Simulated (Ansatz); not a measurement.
A hypothetical phase is included: elements placed on a structure type, which no database files for this compound.

By PBEsol, the system below comes out a metal.

```xyz
1
Lattice="2.4910 0.0000 0.0000 0.0000 3.5227 0.0000 0.0000 1.7614 1.7614" Properties=species:S:1:pos:R:3 pbc="T T T"
Ru     0.0000     0.0000     0.0000
```

The cell was relaxed by PBE-D3(BJ); by PBEsol it stands under a pressure of -3.1 GPa.

The current flows along the normal of the first two printed cell vectors, the (110) plane of the conventional cell. No spin-orbit coupling; the value is a mean over 0.1 eV about the Fermi level.

### Question
State the ballistic conductance per area according to PBEsol (Ansatz, a program for electronic structure).

### Answer
1.9 × 10¹⁵ S/m² for both spins.
